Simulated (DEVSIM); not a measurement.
Structure: Schottky contact on p-type GaAs, at 400 K.

Layer 1 from the left is GaAs, thickness (μm) 17.0, Na (cm⁻³) 1.3e17, τn (s) 1.8e-8, τp (s) 1.8e-8.

Left contact: Schottky, work function 4.724 eV, emission velocity 1e7 cm/s. Right contact: ohmic. Voltage is applied to the left contact. Recombination: SRH at mid-gap, radiative, Auger. Mobility is constant in doping.

The device is made up for the run: typed textbook-type constants, with dimensions and the other settings drawn at random. Values at 300 K; Nc and Nv go as T^1.5, mobilities as T to minus their exponent, the gap by Varshni's rule with the affinity fixed.

GaAs: gap (eV) 1.424, affinity (eV) 4.07, permittivity 12.9, Nc (cm⁻³) 4.7e17, Nv (cm⁻³) 9e18, μn (cm²/Vs) 8500, μp (cm²/Vs) 400, T exponent of μn 2.1, T exponent of μp 2.2, B (cm³/s) 2e-10, Cn (cm⁶/s) 1e-30, Cp (cm⁶/s) 1e-30, Varshni α (eV/K) 0.000541, Varshni β (K) 204.

Simulated with DEVSIM: 1D drift-diffusion, Boltzmann statistics, complete ionisation; no tunnelling, impact ionisation, image-force lowering or self-heating. Metal contacts follow the ideal Schottky-Mott rule: no Fermi-level pinning, no interface dipoles.

Dark forward current:

| |V| (V) | |J| (A/cm²) |
|---|---|
| 0.05 | 0.04072 |
| 0.10 | 0.2104 |
| 0.15 | 0.9119 |
| 0.20 | 3.717 |
| 0.25 | 13.81 |
| 0.30 | 41.83 |
| 0.35 | 95.45 |
| 0.40 | 171.1 |
| 0.45 | 261.5 |
| 0.50 | 361.2 |
| 0.55 | 467.0 |
| 0.60 | 577.1 |
| 0.65 | 690.2 |
| 0.70 | 805.6 |
| 0.75 | 922.7 |
| 0.80 | 1041 |
| 0.85 | 1161 |
| 0.90 | 1282 |
| 0.95 | 1403 |
| 1.00 | 1525 |
| 1.05 | 1648 |
| 1.10 | 1771 |
| 1.15 | 1895 |
| 1.20 | 2019 |

Question: Work out the local ideality factor n = ΔV / (kT/q · ln(J2/J1)) between the rows 0.15 and 0.20 V, 1.15 and 1.20 V.

Answer: kT/q = 34.47 mV. From 0.15 to 0.20 V: ln(3.717/0.9119) = 1.405, n = 1.03, near the 1 of diffusion or emission over a barrier. From 1.15 to 1.20 V: ln(2019/1895) = 0.063, n = 22.89; the layers' resistance at their doping, Σ W/(qμN) = 0.00038 Ω cm², would take 48 mV of this step of 50 mV.

Question: Estimate the current at 0.15 V for emission alone, J0 = q v N_band exp(−φB/kT), and read the barrier back from the simulated current.

Answer: φB = 0.723 eV, N_band = 1.39e19 cm⁻³, J0 = 0.0171 A/cm²; J = J0 (exp(qV/kT) − 1) = 1.31 A/cm². The simulation gives 0.912 A/cm²; the estimate lies 44 % above. Read backwards, the simulated current gives an apparent barrier of 0.736 eV. The estimate leaves out transport through the depletion region and minority injection.
